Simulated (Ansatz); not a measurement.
## CdS: response to strain

The parent structure is CdS in the zinc blende structure (space group F-43m, No. 216; a = 5.878 Å).

Strains are applied to the cell and any free atomic positions relax.

Computed with r2SCAN, PAW, 500 eV (Ansatz, an electronic-structure program; without spin-orbit coupling).

| isotropic strain (%) | band gap (eV) |
|---|---|
| -3 | 1.75 |
| -2.5 | 1.71 |
| -2 | 1.68 |
| -1.5 | 1.65 |
| -1 | ? |
| -0.5 | 1.58 |
| 0 | 1.54 |

Q: Fit E_g = E₀ + Dε (ε in %) to the rows shown and predict the withheld row.

A: Least squares on the printed values gives E₀ = 1.54 eV, D = -68.4 meV per % of strain (largest residual 0.00 eV); this predicts 1.61 eV, and the run gives 1.61 eV, in agreement.

No phonon test of stability was made.
